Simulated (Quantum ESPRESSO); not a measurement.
Input and output of a self-consistent single point for Tl₃Zn (P1, 4 atoms in the cell) (Quantum ESPRESSO).

Level of theory: LDA (PZ), GBRV 1.5 ultrasoft (LDA) pseudopotentials (plane waves; Quantum ESPRESSO).

```xyz
4
Lattice="0.0000 3.8311 3.8311 3.8311 0.0000 3.8311 3.8311 3.8311 0.0000" Properties=species:S:1:pos:R:3 pbc="T T T"
Zn     0.0902     0.0091    -0.0313
Tl     3.7862     3.8290     3.8279
Tl     1.8700     1.9043     1.9648
Tl     5.7470     5.7510     5.7319
```

Reference input (self-consistent single point, DFT, LDA (PZ), plane waves, GBRV 1.5 ultrasoft (LDA) pseudopotentials): ecutwfc = 50 Ry; ecutrho = 250 Ry; occupations = smearing; smearing = marzari-vanderbilt; degauss = 0.0036749 Ry; potentials = {Zn: zn_lda_v1.uspp.F.UPF, Tl: tl_lda_v1.2.uspp.F.UPF}; K_POINTS = automatic 4 4 4 0 0 0; conv_thr = 1e-10 Ry. This run's input differs from it in these lines:

```diff
@@ -12,4 +12,4 @@
     ntyp = 2,
-    ecutwfc = 50,
-    ecutrho = 250,
+    ecutwfc = 40,
+    ecutrho = 200,
     occupations = 'smearing',
```

The program printed (abridged):

```
     Self-consistent Calculation

     iteration #  1     ecut=    40.00 Ry     beta= 0.70

     Threshold (ethr) on eigenvalues was too large:
     Diagonalizing with lowered threshold

     negative rho (up, down):  1.451E-01 0.000E+00

     total energy              =    -895.72851302 Ry
     estimated scf accuracy    <       0.04317852 Ry

     iteration #  2     ecut=    40.00 Ry     beta= 0.70

     negative rho (up, down):  1.460E-01 0.000E+00

     total energy              =    -895.73502485 Ry
     estimated scf accuracy    <       0.04883888 Ry

     iteration #  3     ecut=    40.00 Ry     beta= 0.70

     negative rho (up, down):  1.469E-01 0.000E+00

     total energy              =    -895.74657836 Ry
     estimated scf accuracy    <       0.00115731 Ry

   [... 7 blocks of this kind left out ...]

     iteration # 11     ecut=    40.00 Ry     beta= 0.70

     negative rho (up, down):  1.472E-01 0.000E+00

     total energy              =    -895.74701501 Ry
     estimated scf accuracy    <          1.3E-10 Ry

     iteration # 12     ecut=    40.00 Ry     beta= 0.70

     negative rho (up, down):  1.472E-01 0.000E+00
     End of self-consistent calculation

     the Fermi energy is     9.5725 ev

!    total energy              =    -895.74701501 Ry
     estimated scf accuracy    <          5.0E-12 Ry
     smearing contrib. (-TS)   =      -0.00080856 Ry
     internal energy E=F+TS    =    -895.74620644 Ry

     convergence has been achieved in  12 iterations

     negative rho (up, down):  1.472E-01 0.000E+00

     Forces acting on atoms (cartesian axes, Ry/au):

     atom    1 type  1   force =     0.00487527    0.00094641   -0.00166372
     atom    2 type  2   force =    -0.00131575   -0.00027958    0.00081274
     atom    3 type  2   force =    -0.00147509   -0.00061276   -0.00017424
     atom    4 type  2   force =    -0.00208443   -0.00005407    0.00102522

     Total force =     0.006155     Total SCF correction =     0.000004

     negative rho (up, down):  1.472E-01 0.000E+00
          total   stress  (Ry/bohr**3)                   (kbar)     P=      -53.54
  -0.00037031   0.00000889   0.00000214          -54.47        1.31        0.32
   0.00000889  -0.00035747  -0.00000743            1.31      -52.59       -1.09
   0.00000214  -0.00000743  -0.00036419            0.32       -1.09      -53.57

   JOB DONE.
```

The run converged in 12 iterations. Against the reference run the free energy goes up by 27.4 meV/atom, the pressure goes from -4.29 to -5.35 GPa and the largest force stays at 0.135 eV/Å.

The starting cell comes from a database of computed structures (which also holds hypothetical and non-ambient phases and stackings), without a prior relaxation at this level. Its atoms were displaced at random from the sites of space group no. 225.

Cost on one core of a shared machine: roughly 2 min.
